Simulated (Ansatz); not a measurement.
Functionals compared on the (0001) surface of wurtzite ZnO, Zn-terminated, I on every top atom (bottom of the slab: 2 H on 4 bottom sites), in Ansatz (plane waves, PAW). The structure was relaxed with PBE; the other rows are single points on it. Cutoff 420 eV (500 eV for r2SCAN).

Set-up: 46 atoms, 14.9 Å thick at the start with caps and adatoms; mesh 4x4x1; 0.025 eV smearing; dipole correction on; 8 atoms held, the rest relaxed; held to the start's symmetry, so lower structures may exist; no spin (no spin-polarised run to compare, though such a face may carry moments), no spin-orbit, no U. The slab shows no gap on its mesh. It is one candidate, not shown to be the stable structure of the face. These notes are the PBE run's.

| functional | work function of the top face (eV) | rough cost of the single point |
|---|---|---|
| PBE | 4.14 | – |
| r2SCAN | 4.27 | around 8 core-minutes (rough) |

Ansatz is an electronic-structure program.
